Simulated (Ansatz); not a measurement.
Take W in the bcc (W type) structure (space group Im-3m, No. 229; a = 3.1837 Å) as the base.

Levels (all Ansatz, a quantum-chemistry and plane-wave program, PAW, earlier PAW set): PBE (420 eV, scalar-relativistic without spin-orbit coupling); PBE+SOC (420 eV, with spin-orbit coupling).

The geometry is relaxed with PBE.

- PBE pressure: 0.0 GPa

With PBE+SOC at the same geometry, the pressure goes from zero to 0.4 GPa.

Single points use the geometry relaxed with PBE. The spin-orbit shifts are approximate. Stability against distortions was not tested. The runs without spin-orbit coupling are not spin-polarised.
